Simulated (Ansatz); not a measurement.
The parent structure is GaN in the wurtzite structure (space group P6_3mc, No. 186).

```xyz
4
Lattice="3.1833 0.0000 0.0000 -1.5916 2.7568 0.0000 0.0000 0.0000 5.1839" Properties=species:S:1:pos:R:3 pbc="T T T"
Ga     1.5916     0.9189     0.0051
Ga     0.0000     1.8379     2.5971
N      1.5916     0.9189     3.2358
N      0.0000     1.8379     0.6439
```

Level of theory: r2SCAN (Ansatz, an electronic-structure program, PAW, no spin-orbit coupling), earlier PAW set.

For the base:

```
Property                              Value
---------------------  --------------------
Smallest direct gap                 2.35 eV
Valence-band top at Γ  0.00, 0.00, -0.04 eV
```

Now apply this change: full substitution Ga → B, then cell and atoms are relaxed.

Tabulated Pauling electronegativity and covalent radius: Ga 1.81, 1.22 Å; B 2.04, 0.84 Å.

Q: How does this affect the smallest direct gap and valence-band top at Γ?

A: The smallest direct gap grows by 6.64 eV to 8.99 eV; the valence-band top at Γ (three highest levels, from the VBM) changes from 0.00, 0.00, -0.04 eV to 0.00, 0.00, -0.27 eV.

No phonon test of stability was made.
